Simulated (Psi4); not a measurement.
Psi4 1.11, HF/def2-svp: C[Si](O)(O)O[SiH2]O[SiH3], 18 atoms. The geometry is a generated start, not checked to be a minimum at this level.

```yaml
task: energy
method: scf
basis: def2-svp
memory: 3 GB
maxiter: 100
keys_of_the_molecule_block: symmetry c1
scf_type: df (default)
e_convergence: 1e-06 (default)
d_convergence: 1e-06 (default)
basis_functions: 174
```

```xyz
18

Si     2.4371    -1.3006    -0.7108
O      2.1876     0.2270    -0.2485
Si     1.3714     1.5367     0.2431
O     -0.2063     1.3478    -0.0189
Si    -1.6200     0.5509     0.1508
C     -1.3333    -1.2379     0.6839
O     -2.5366     1.2515     1.2863
O     -2.4195     0.7261    -1.2619
H      2.3390    -2.1665     0.4666
H      3.7831    -1.2902    -1.2806
H      1.4323    -1.6721    -1.7132
H      1.6317     1.6720     1.6710
H      1.7667     2.6279    -0.6372
H     -0.6414    -1.7439     0.0157
H     -2.2615    -1.8000     0.6961
H     -0.9100    -1.2784     1.6817
H     -3.0592     2.0166     1.0506
H     -1.9611     0.5331    -2.0749
```

With the defaults (damping_percentage = 0, diis = true, scf_initial_accelerator = adiis, diis_max_vecs = 10, guess = auto, which took SAD, soscf = false, soscf_start_convergence = 0.01, diis_start = 1) it converges in 8 SCF iterations. One run each on 2 threads, with these changes:
- soscf = true, soscf_start_convergence = 0.001
- diis_start = 4
- diis_max_vecs = 6
- damping_percentage = 60, diis = false, scf_initial_accelerator = none
- damping_percentage = 60
- guess = sadno
- damping_percentage = 20
- scf_initial_accelerator = ediis
- guess = sapgau

**Question.** Which of these changes keep the SCF from converging, or lead it to another solution?

**Answer.** No convergence: damping_percentage = 60 (the run ends without SCF convergence in 100 iterations). The rest reach the solution of the defaults.

| setting | SCF iterations | JK calls | end |
|---|---|---|---|
| soscf = true, soscf_start_convergence = 0.001 | 6 | 17 | same solution |
| the defaults | 8 | 9 | same solution |
| diis_max_vecs = 6 | 8 | 9 | same solution |
| scf_initial_accelerator = ediis | 8 | 9 | same solution |
| guess = sadno | 9 | 9 | same solution |
| guess = sapgau | 9 | 9 | same solution |
| diis_start = 4 | 9 | 10 | same solution |
| damping_percentage = 20 | 16 | 17 | same solution |
| damping_percentage = 60, diis = false, scf_initial_accelerator = none | 38 | 39 | same solution |
| damping_percentage = 60 | 100 | 101 | no convergence |

An SOSCF iteration holds several JK calls; a Hückel guess adds calls on atoms.
